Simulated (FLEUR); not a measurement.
Input and output of a self-consistent single point for ScPb3 (I4/mmm, 4 atoms in the cell) (FLEUR).

Method: LDA (Perdew-Zunger), all-electron FLAPW (FLEUR), scalar-relativistic valence run with FLEUR.

```yaml
crystal:
  lattice:
    - [-2.26730, 2.26730, 5.52468]
    - [2.26730, -2.26730, 5.52468]
    - [2.26730, 2.26730, -5.52468]
  atoms:
    - { symbol: Sc, position: [0.00000, 0.00000, 0.00000] }
    - { symbol: Pb, position: [0.75000, 0.25000, 0.50000] }
    - { symbol: Pb, position: [0.25000, 0.75000, 0.50000] }
    - { symbol: Pb, position: [0.50000, 0.50000, 0.00000] }
```

Reference input (self-consistent single point, DFT, LDA (Perdew-Zunger), all-electron FLAPW (FLEUR), scalar-relativistic valence): Kmax = 3.8 1/bohr; GmaxXC = 15.2 1/bohr; xcFunctional = pz; jspins = 1; l_soc = F; mode = gauss; fermiSmearingEnergy = 0.00183747 Htr; mesh (inpgen div1-3) = 7 7 7; inpgen gamma flag = false; Gmax = 15.2 1/bohr; numbands = 0; maxIterBroyd = 15. This run's input differs from it in these lines:

```diff
@@ -17,3 +17,3 @@
 &exco xctyp='pz' /
-&kpt div1=7 div2=7 div3=7 /
+&kpt div1=5 div2=5 div3=5 /
 &end /
```

Output (repeated stretches shortened):

```
 Iteration:     1   Distance:       5.73407885 me/bohr^3
 Iteration:     2   Distance:       5.34704557 me/bohr^3
 Iteration:     3   Distance:       1.68485233 me/bohr^3
 Iteration:     4   Distance:       0.60528293 me/bohr^3
 Iteration:     5   Distance:       0.46003814 me/bohr^3
   [... 10 lines left out ...]
 Iteration:    16   Distance:       0.00006304 me/bohr^3
 Iteration:    17   Distance:       0.00003382 me/bohr^3
 Iteration:    18   Distance:       0.00001662 me/bohr^3
 Iteration:    19   Distance:       0.00000732 me/bohr^3
 Run finished successfully
 Stop message:
   Structural relaxation: Done

[file out, last iteration]
             iter=     20
[...]
          total density-effective poten   -1.1306107928E+05
          total charge density-energy d   -1.1743216648E+03
 Updated energy parameters for spin:           1
[...]
 fermi energy and band-weighting factors:
    0.587859

[...]
FERMIE:
          first approx. to ef    (T=0)  :   0.282897 htr   (energy of the highest occ. eigenvalue)
          number of occ. states  (T=0)  :        475
          first approx. to seigv (T=0)  : -15.815066 htr
          sum of weights of occ. states :  26.560000
          sum of semicore charge        :   0.000000 e
          fermi energy=   0.28221 har   work function=  -7.67921 ev
          number of valence electrons=  52.99999
   [... lines left out ...]
          total moment                 =     0.00000
 Direct bandgap for spin            1 :    6.2326629413581580E-003  Htr
 ---->    free energy=                    -63514.7843370212 htr
   [... lines left out ...]
 TOTAL FORCE FOR ATOM TYPE=  1  X=  0.000   Y=  0.000   Z=  0.000
                       FX_TOT= 0.000000 FY_TOT= 0.000000 FZ_TOT= 0.000000
 TOTAL FORCE FOR ATOM TYPE=  2  X=  4.285   Y=  0.000   Z= -5.220
                       FX_TOT= 0.000000 FY_TOT= 0.000000 FZ_TOT= 0.000000
 TOTAL FORCE FOR ATOM TYPE=  3  X=  0.000   Y=  0.000   Z= 10.440
                       FX_TOT= 0.000000 FY_TOT= 0.000000 FZ_TOT= 0.000000
 Structural relaxation: Done
```

The run converged in 19 iterations. FLEUR gives forces in its relaxation mode, with a further iteration, so its stop message speaks of a relaxation. Against the reference run the total energy drops by 5.2 meV/atom.

The starting cell comes from a database of computed structures (which also holds hypothetical and non-ambient phases and stackings), without a prior relaxation at this level. Spin-orbit coupling is off. Values depend on the basis (sphere radii, cutoffs, local orbitals), which need not be converged. The log's line on a gap gives a spacing of levels on this mesh, which the program prints for metals too.

Cost on one core of a shared machine: roughly 2 min.
